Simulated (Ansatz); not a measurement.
Rock-salt LuN, treated with LDA (plane waves, PAW; Ansatz, a program for electronic structure).

Settings: plane-wave cutoff 520 eV, 20×20×20 k mesh, Fermi–Dirac smearing 0.05 eV, scalar-relativistic PAW data made under PBE.

Equation-of-state points:

```json
[
 {"V (Å³/atom)": "11.862", "E − E_lowest (meV/atom)": "30.83", "P (GPa)": "13.80"},
 {"V (Å³/atom)": "12.114", "E − E_lowest (meV/atom)": "13.17", "P (GPa)": "8.71"},
 {"V (Å³/atom)": "12.367", "E − E_lowest (meV/atom)": "3.14", "P (GPa)": "4.11"},
 {"V (Å³/atom)": "12.619", "E − E_lowest (meV/atom)": "0.00", "P (GPa)": "-0.05"},
 {"V (Å³/atom)": "12.871", "E − E_lowest (meV/atom)": "3.09", "P (GPa)": "-3.81"},
 {"V (Å³/atom)": "13.124", "E − E_lowest (meV/atom)": "11.81", "P (GPa)": "-7.21"},
 {"V (Å³/atom)": "13.376", "E − E_lowest (meV/atom)": "25.62", "P (GPa)": "-10.28"}
]
```

Task: Estimate the bulk modulus from the pressures at 12.367 and 12.871 Å³/atom, and compare it with a fit to all energies.

Result: B = −V dP/dV. Between V = 12.367 and 12.871 Å³/atom, dP/dV = (-3.81 − (4.11))/(12.871 − 12.367) = -15.7 GPa per Å³/atom; at the midpoint 12.619 Å³/atom this gives B ≈ 198 GPa. The third-order Birch–Murnaghan fit gives V0 = 12.616 Å³/atom, B0 = 198 GPa, B′ = 4.0, which lies within 1 % of that estimate.

Note: the volume lies 7 % below that of the published cell.

Spin–orbit coupling is not included; it can open a gap where bands touch, and shift volumes and moduli.

Computed values are for the static lattice.
